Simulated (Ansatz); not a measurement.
Tunnelling through a barrier is set by its complex band structure: the current falls as exp(−2κd) with the smallest κ.

```yaml
crystal:
  lattice:
    - [3.67217, 0.00000, 0.00000]
    - [0.00000, 3.67217, 0.00000]
    - [0.00000, 0.00000, 5.22516]
  atoms:
    - { symbol: Zr, position: [0.00000, 0.00000, 0.00000] }
    - { symbol: Zr, position: [0.50000, 0.50000, 0.50000] }
    - { symbol: O, position: [0.00000, 0.50000, 0.30177] }
    - { symbol: O, position: [0.00000, 0.50000, 0.80177] }
    - { symbol: O, position: [0.50000, 0.00000, 0.19823] }
    - { symbol: O, position: [0.50000, 0.00000, 0.69823] }
```

Space group of this cell: P4_2/nmc. The cell is strained (lengths across the current scaled by 1.02, ions clamped); by r2SCAN its mean pressure is -9.5 GPa.

Transport runs along the normal of the first two printed cell vectors, the (001) (indices of the unstrained crystal) plane of the conventional cell.

No gap correction and no spin-orbit coupling; mid-gap values are interpolated between computed energies.

**Question.** Give the band gap and the smallest decay constant κ at mid-gap that Ansatz (a program for electronic structure) with r2SCAN yields.

**Answer.** Gap 4.27 eV on a 8×8×6 mesh; κ = 0.369 1/Å, at the zone centre.
